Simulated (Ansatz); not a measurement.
The parent structure is HgSe in the zinc blende structure (space group F-43m, No. 216).

```xyz
2
Lattice="0.0000 3.1298 3.1298 3.1298 0.0000 3.1298 3.1298 3.1298 0.0000" Properties=species:S:1:pos:R:3 pbc="T T T"
Se     4.6947     4.6947     4.6947
Hg     0.0000     0.0000     0.0000
```

Method: Ansatz (a first-principles code), PBE, PAW, cutoff 420 eV, spin-orbit coupling left out, earlier PAW set.

| level | lattice parameter a |
|---|---|
| PBE | 6.260 Å |

Question: What does experiment give, and how far off is each level?

Answer: Measured: lattice parameter a 6.085 Å (room temperature; as listed in Cardona et al., arXiv (2009)). Computed minus measured — lattice parameter a: PBE +2.9 %. Measured values not marked as corrected hold thermal and zero-point effects that the static-lattice runs lack.

No phonon test of stability was made. All final runs are without spin polarisation.
